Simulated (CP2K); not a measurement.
Band structure of YAl3Ag (Imm2, 5 atoms in the cell).

```xyz
5
Lattice="6.4442 0.0000 0.0000 3.6692 5.2976 0.0000 -5.0508 -2.6601 2.9902" Properties=species:S:1:pos:R:3 pbc="T T T"
Y      0.0014     0.0007     0.0000
Al     1.8360     2.6424     1.4951
Al     6.1657     3.2297     0.0000
Al     3.9456     2.0668     0.0000
Ag     3.2271    -0.0046     1.4951
```

Method: LDA (Pade form), GPW, DZVP-MOLOPT-SR-GTH basis, GTH-PADE potentials (GTH_POTENTIALS) run with CP2K 2026.2.

Settings: CUTOFF = 500 Ry; REL_CUTOFF = 50 Ry; SMEAR/METHOD = FERMI_DIRAC; ELECTRONIC_TEMPERATURE = 580.23 K; KPOINTS/SCHEME = MONKHORST-PACK 7 7 7; XC_FUNCTIONAL = PADE; Y/BASIS_SET = DZVP-MOLOPT-SR-GTH-q11; Y/POTENTIAL = GTH-PADE-q11; Al/BASIS_SET = DZVP-MOLOPT-SR-GTH-q3; Al/POTENTIAL = GTH-PADE-q3; Ag/BASIS_SET = DZVP-MOLOPT-SR-GTH-q11; Ag/POTENTIAL = GTH-PADE-q11; METHOD = GPW; EPS_DEFAULT = 1e-10.

The starting cell comes from a database of computed structures (which also holds hypothetical and non-ambient phases and stackings), without a prior relaxation at this level. Its lattice was rescaled by a random factor within 2.5 % of one. Values carry the incompleteness of an atom-centred basis.

Levels in eV from the Fermi level, bands 12 to 17:
```
point     12     13     14     15     16    17
-----  -----  -----  -----  -----  -----  ----
Γ      -3.79  -1.25  -1.21  -0.48   1.13  1.39
X      -4.54  -1.57  -1.40  -0.69   0.64  1.57
L      -3.45  -2.99  -2.59  -2.25  -1.40  1.40
T      -3.54  -3.36  -2.81  -2.43  -1.43  1.58
W      -3.54  -3.36  -2.57  -2.39  -1.49  0.70
R      -3.80  -3.20  -0.62  -0.24   0.11  1.49
X1     -4.54  -1.57  -1.40  -0.69   0.64  1.57
Z      -1.13  -1.07  -0.93  -0.83   1.41  1.44
Y      -4.54  -1.57  -1.41  -0.65   0.64  1.59
S      -3.81  -3.21  -0.58  -0.25   0.11  1.51
```

Bands cross the Fermi level along this path, so the cell is metallic at this level.

Higher empty bands are left out: an atom-centred basis made for the valence describes them poorly.
